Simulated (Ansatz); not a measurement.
**Pressure series in Nb2AlC**

Base system: Nb$_{2}$AlC (space group P6_3/mmc, No. 194; a cell from a computed database, its experimental status unchecked).

```yaml
crystal:
  lattice:
    - [3.09280, 0.00000, 0.00000]
    - [-1.54640, 2.67844, 0.00000]
    - [0.00000, 0.00000, 13.84724]
  atoms:
    - { symbol: Al, position: [0.33333, 0.66667, 0.75000] }
    - { symbol: Al, position: [0.66667, 0.33333, 0.25000] }
    - { symbol: Nb, position: [0.33333, 0.66667, 0.08873] }
    - { symbol: Nb, position: [0.66667, 0.33333, 0.91127] }
    - { symbol: Nb, position: [0.66667, 0.33333, 0.58873] }
    - { symbol: Nb, position: [0.33333, 0.66667, 0.41127] }
    - { symbol: C, position: [0.00000, 0.00000, 0.00000] }
    - { symbol: C, position: [0.00000, 0.00000, 0.50000] }
```

Cell and atoms are relaxed at each pressure.

Method: PBEsol (Ansatz, a quantum-chemistry and plane-wave program), no spin-orbit coupling.

Notes on the quantities. enthalpy: H = E + PV relative to the base's energy.

```
change                 enthalpy  volume per atom
----------------  -------------  ---------------
base                          –         14.34 Å³
pressure 0.3 GPa  +0.03 eV/atom         14.32 Å³
pressure 0.7 GPa  +0.06 eV/atom         14.28 Å³
pressure 1.5 GPa  +0.13 eV/atom         14.22 Å³
pressure 3 GPa    +0.27 eV/atom         14.11 Å³
pressure 5 GPa    +0.44 eV/atom         13.97 Å³
pressure 7.5 GPa  +0.66 eV/atom         13.81 Å³
pressure 10 GPa   +0.87 eV/atom         13.65 Å³
```

Load acts through the strain it causes; cell and atoms are relaxed under it. No phonon test of stability was made. No other phases were tried under pressure. All final runs are without spin polarisation.
